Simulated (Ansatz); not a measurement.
System: AlB2-type TiB2. Method: PBE (plane waves, PAW; Ansatz, a program for electronic structure).

Settings: plane-wave cutoff 520 eV, 18×18×12 k mesh (along the axes of the cell as run), Fermi–Dirac smearing 0.1 eV, perturbation theory, no spin polarisation, scalar-relativistic PAW data made under PBE.

Computed at the level's own relaxed cell.

```xyz
3
Lattice="3.0320 0.0000 0.0000 -1.5160 2.6257 0.0000 0.0000 0.0000 3.2243" Properties=species:S:1:pos:R:3 pbc="T T T"
Ti     0.0000     0.0000     0.0000
B      1.5160     0.8752     1.6121
B      0.0000     1.7505     1.6121
```

Harmonic phonon frequencies (cm⁻¹; i marks an imaginary mode):

```
q point                          frequencies
-------  -----------------------------------
Γ              0 0 0 509 509 511 554 884 884
M        298 318 361 516 518 550 787 824 850
K        335 335 338 538 538 642 746 746 897
A        293 293 334 418 418 511 620 894 894
```

No imaginary mode appears at these points.
